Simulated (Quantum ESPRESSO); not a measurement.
A self-consistent single point of TaC (Fm-3m, 2 atoms in the cell) with Quantum ESPRESSO.

Computed with LDA (PZ), GBRV 1.5 ultrasoft (LDA) pseudopotentials (plane waves; Quantum ESPRESSO 7.5).

```
TaC
1.0
   -2.25847     0.00000     2.25847
    0.00000     2.25847     2.25847
   -2.25847     2.25847     0.00000
Ta C
1 1
Cartesian
  0.00000   0.00000   0.00000
 -2.25847   2.25847   2.25847
```

Reference input (self-consistent single point, DFT, LDA (PZ), plane waves, GBRV 1.5 ultrasoft (LDA) pseudopotentials): ecutwfc = 40 Ry; ecutrho = 320 Ry; occupations = smearing; smearing = fd; degauss = 0.0073499 Ry; potentials = {Ta: ta_lda_v1.uspp.F.UPF, C: c_lda_v1.2.uspp.F.UPF}; K_POINTS = automatic 10 10 10 0 0 0; conv_thr = 1e-10 Ry; mixing_beta = 0.5. This run's input differs from it in these lines:

```diff
@@ -17,3 +17,3 @@
   smearing = 'fd'
-  degauss = 0.0073499
+  degauss = 0.0036749
 /
```

The program printed (abridged):

```
     Self-consistent Calculation

     iteration #  1     ecut=    40.00 Ry     beta= 0.50

     negative rho (up, down):  9.447E-02 0.000E+00

     total energy              =    -153.32523267 Ry
     estimated scf accuracy    <       0.57822349 Ry

     iteration #  2     ecut=    40.00 Ry     beta= 0.50

     negative rho (up, down):  9.564E-02 0.000E+00

     total energy              =    -153.49784095 Ry
     estimated scf accuracy    <       0.24733044 Ry

     iteration #  3     ecut=    40.00 Ry     beta= 0.50

     negative rho (up, down):  9.738E-02 0.000E+00

     total energy              =    -153.54042305 Ry
     estimated scf accuracy    <       0.00213962 Ry

   [... 6 blocks of this kind left out ...]

     iteration # 10     ecut=    40.00 Ry     beta= 0.50

     negative rho (up, down):  9.753E-02 0.000E+00

     total energy              =    -153.54085066 Ry
     estimated scf accuracy    <          1.2E-09 Ry

     iteration # 11     ecut=    40.00 Ry     beta= 0.50

     negative rho (up, down):  9.753E-02 0.000E+00
     End of self-consistent calculation

     the Fermi energy is    18.7168 ev

!    total energy              =    -153.54085066 Ry
     estimated scf accuracy    <          7.3E-11 Ry
     smearing contrib. (-TS)   =      -0.00019208 Ry
     internal energy E=F+TS    =    -153.54065858 Ry

     convergence has been achieved in  11 iterations

     negative rho (up, down):  9.753E-02 0.000E+00

     Forces acting on atoms (cartesian axes, Ry/au):

     atom    1 type  1   force =    -0.00000000    0.00000000    0.00000000
     atom    2 type  2   force =    -0.00000000    0.00000000   -0.00000000

     Total force =     0.000000     Total SCF correction =     0.000000

     negative rho (up, down):  9.753E-02 0.000E+00
          total   stress  (Ry/bohr**3)                   (kbar)     P=     -230.48
  -0.00156675   0.00000000  -0.00000000         -230.48        0.00       -0.00
   0.00000000  -0.00156675   0.00000000            0.00     -230.48        0.00
  -0.00000000   0.00000000  -0.00156675           -0.00        0.00     -230.48

   JOB DONE.
```

The run converged in 11 iterations. Against the reference run the free energy rises by 2.6 meV/atom and the pressure moves little (-22.97 to -23.05 GPa).

The starting cell comes from a database of computed structures (which also holds hypothetical and non-ambient phases and stackings), without a prior relaxation at this level. Its lattice was rescaled by a random factor within 2.5 % of one. Spin polarisation is off. With a pressure of about -23 GPa the cell is away from its equilibrium volume at this level.
